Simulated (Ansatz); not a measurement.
A self-consistent single point of MoIr3 (P1, 8 atoms in the cell) with Ansatz (a first-principles code).

Computed with PBEsol, PAW files made with PBE (plane waves; Ansatz).

The change in words: atoms moved at random. Reference geometry:
```yaml
crystal:
  lattice:
    - [5.50902, 0.00000, 0.00000]
    - [-2.75451, 4.77095, 0.00000]
    - [0.00000, 0.00000, 4.39795]
  atoms:
    - { symbol: Mo, position: [0.33333, 0.66667, 0.25000] }
    - { symbol: Mo, position: [0.66667, 0.33333, 0.75000] }
    - { symbol: Ir, position: [0.83368, 0.66735, 0.25000] }
    - { symbol: Ir, position: [0.16633, 0.33265, 0.75000] }
    - { symbol: Ir, position: [0.16633, 0.83368, 0.75000] }
    - { symbol: Ir, position: [0.83368, 0.16633, 0.25000] }
    - { symbol: Ir, position: [0.33265, 0.16633, 0.25000] }
    - { symbol: Ir, position: [0.66735, 0.83368, 0.75000] }
```

Reference input (self-consistent single point, DFT, PBEsol, plane waves, PAW files made with PBE): kpoints.mp_grid.grid = 5 5 6; hamiltonian.xc = pbesol; hamiltonian.pseudopotentials = {kind: paw} (the program's default PAW files); scf.occupations.method = fermi_dirac; scf.occupations.width = 0.136 eV. This run's input differs from it in these lines:

Ansatz 0.2 input:
```diff
@@ -6,10 +6,10 @@
   atoms:
-    - { symbol: Mo, position_ang: [-0.000003, 3.180636, 1.099487] }
-    - { symbol: Mo, position_ang: [2.754513, 1.590315, 3.298462] }
-    - { symbol: Ir, position_ang: [2.754510, 3.183894, 1.099487] }
-    - { symbol: Ir, position_ang: [0.000000, 1.587057, 3.298462] }
-    - { symbol: Ir, position_ang: [-1.380078, 3.977423, 3.298462] }
-    - { symbol: Ir, position_ang: [4.134588, 0.793528, 1.099487] }
-    - { symbol: Ir, position_ang: [1.374432, 0.793528, 1.099487] }
-    - { symbol: Ir, position_ang: [1.380078, 3.977423, 3.298462] }
+    - { symbol: Mo, position_ang: [-0.001264, 3.169510, 1.055948] }
+    - { symbol: Mo, position_ang: [2.774557, 1.564423, 3.255134] }
+    - { symbol: Ir, position_ang: [2.775486, 3.226828, 1.084961] }
+    - { symbol: Ir, position_ang: [-0.015260, 1.610406, 3.367202] }
+    - { symbol: Ir, position_ang: [-1.430326, 3.943778, 3.270465] }
+    - { symbol: Ir, position_ang: [4.157536, 0.847474, 1.124107] }
+    - { symbol: Ir, position_ang: [1.396735, 0.753514, 1.150407] }
+    - { symbol: Ir, position_ang: [1.360576, 3.967871, 3.283567] }
 kpoints:
```

Output (repeated stretches shortened):

```
SCF iter   1: F=—  HF=-80605.118593 eV  |F-HF|=—  |Δ(HF+E_count)|=         —  Δρ=1.09e-1  dr2=2.54e1  ethr=3.10e-3  ⟨swp⟩=5.1  Hψ=19528  notcnv=0  defer=12
all-band conjugate gradients solve this SCF's bands
preconditioner: auto → Kerker (q_TF=auto, 2.782 Å⁻¹)
SCF iter   2: F=—  HF=-80601.862629 eV  |F-HF|=—  |Δ(HF+E_count)|=    3.26e0  Δρ=6.47e-2  dr2=9.04e0  ethr=3.10e-3  ⟨swp⟩=2.7  Hψ=10329  notcnv=0  defer=27
   [... lines left out ...]
SCF iter   6: F=—  HF=-80600.395934 eV  |F-HF|=—  |Δ(HF+E_count)|=   1.32e-3  Δρ=4.43e-4  dr2=4.26e-4  ethr=8.59e-6  ⟨swp⟩=1.2  Hψ=6075  notcnv=0  defer=20
SCF iter   7: F=—  HF=-80600.395892 eV  |F-HF|=—  |Δ(HF+E_count)|=   4.18e-5  Δρ=8.11e-5  dr2=1.66e-5  ethr=3.28e-7  ⟨swp⟩=2.0  Hψ=7524  notcnv=0  defer=20
SCF iter   8: F=—  HF=-80600.395907 eV  |F-HF|=—  |Δ(HF+E_count)|=   1.48e-5  Δρ=7.97e-6  dr2=1.14e-7  ethr=1.27e-8  ⟨swp⟩=1.4  Hψ=6385  notcnv=0  defer=20
SCF iter   9: F=-80600.395907 eV  HF=-80600.395907 eV  |F-HF|=1.01e-8  |Δ(HF+E_count)|=   2.47e-8  Δρ=2.58e-6  dr2=1.22e-8  ethr=7.69e-11  ⟨swp⟩=5.8  Hψ=19729  notcnv=0
SCF 1 converged in 9 iterations: F = -80600.395907 eV  dr2 = 1.22e-8
Free energy (F): -80600.395907 eV
Internal energy: -80600.069336 eV  (E = F + TS)
E sigma→0 (E₀):  -80600.232622 eV
Entropy (-TS):   -0.326571 eV (-40.821 meV/atom)
Fermi energy:    24.566206 eV
--- Forces (eV/Å), atoms counted from 1 ---
  atom   1  Mo     0.07892423     0.33664441     0.61945023
  atom   2  Mo    -0.33909599     0.38116136     0.64158426
  atom   3  Ir    -0.65738448    -0.78735206     0.03413963
  atom   4  Ir     0.57263647    -0.50699844    -0.99015646
  atom   5  Ir     0.69267776     0.44659010     0.56546641
  atom   6  Ir    -0.30744324    -0.84081998    -0.23514453
  atom   7  Ir    -0.18492550     0.70564905    -0.80096372
  atom   8  Ir     0.14461303     0.26512050     0.16559909
--- Stress (GPa, compression-positive) ---
       -4.663068       0.726152      -0.276096
        0.726152      -4.540250       0.258081
       -0.276096       0.258081      -4.043210
  P = ⅓ Tr σ = -4.4155 GPa (-44.155 kbar)
  The stress holds the Pulay correction. Without it, at fixed plane waves, as pw.x and ABINIT print it: P = -4.4740 GPa
```

The run converged in 9 iterations. Against the reference run the free energy goes up by 25.7 meV/atom, the pressure goes from -5.66 to -4.42 GPa and the largest force goes from 0.015 to 1.251 eV/Å.

The starting cell comes from a database of computed structures (which also holds hypothetical and non-ambient phases and stackings), without a prior relaxation at this level. For this run, on top of that: atoms moved at random. Spin polarisation is off. With a pressure of about -4 GPa the cell is away from its equilibrium volume at this level. Forces in this geometry exceed 1 eV/Å. Ansatz's pressure includes its estimate of the finite-basis (Pulay) stress.
